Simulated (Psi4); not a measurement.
Psi4 1.11, BP86/def2-svp: Ti(OEt)(SH)3 (CC[O][Ti]([SH])([SH])[SH]), 15 atoms. The geometry is a generated start, not checked to be a minimum at this level.

| Quantity | Value |
|---|---|
| task | energy |
| method | bp86 |
| basis | def2-svp |
| memory | 3 GB |
| maxiter | 100 |
| keys of the molecule block | symmetry c1 |
| scf_type | df (default) |
| guess | auto, which took SAD (default) |
| scf_initial_accelerator | adiis (default) |
| e_convergence | 1e-06 (default) |
| d_convergence | 1e-06 (default) |
| dft_radial_points | 75 (default) |
| dft_spherical_points | 302 (default) |
| basis functions | 167 |
| grid points | 319623 |

```xyz
15

Ti     0.1255     1.0201     0.7602
O      0.9609    -0.2857     0.1395
C      0.8820    -1.2189    -0.8817
C     -0.5743    -1.3566    -1.3410
H      1.5140    -0.8808    -1.7202
H      1.2655    -2.1868    -0.5183
H     -0.9587    -0.3716    -1.6400
H     -0.6410    -2.0373    -2.1869
H     -1.1853    -1.7523    -0.5247
S      1.5180     2.3687     2.0141
H      2.1232     1.3585     2.6533
S     -0.8151     2.4382    -0.7838
H     -0.8931     3.3984     0.1586
S     -1.5710     0.3662     2.1815
H     -1.7506    -0.8600     1.6892
```

Charge 0 and multiplicity 1 are set for this test and not shown to be the ground state.

One run each on 2 threads. Values of diis_max_vecs tried: 3, 6, 10 (default), 20.

Task: Predict the course of the SCF iterations along this series.

Result: Fewest SCF iterations, within one of each other: 6 with 13, 10 (default) with 13, 20 with 13. The run ends without SCF convergence in 100 iterations at 3.

```csv
diis_max_vecs,SCF iterations,end
3,100,no convergence
6,13,same solution
10 (default),13,same solution
20,13,same solution
```
